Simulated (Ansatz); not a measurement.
**A computed series for PbS: response to strain**

Base system: PbS in the rock salt structure (space group Fm-3m, No. 225; a = 5.903 Å).

Strains are applied to the cell and any free atomic positions relax.

All numbers come from Ansatz (an electronic-structure program), PBEsol, PAW, cutoff 420 eV, spin-orbit coupling left out.

**Question.** Only one of these has no band gap. Which?
A. isotropic strain +1.00 %
B. isotropic strain −1.50 %
C. isotropic strain −1.00 %
D. isotropic strain +1.50 %
E. isotropic strain −0.50 %

**Answer.** B, isotropic strain −1.50 %. Computed: isotropic strain +1.50 %: 0.36 eV; isotropic strain −0.50 %: 0.13 eV; isotropic strain −1.50 %: zero; isotropic strain +1.00 %: 0.30 eV; isotropic strain −1.00 %: 0.07 eV

With Pb present, leaving out spin-orbit coupling can change the band edges. Stability against distortions was not tested. The final runs are not spin-polarised. A zero or small gap of PbS can be the functional's error rather than a property of the material.
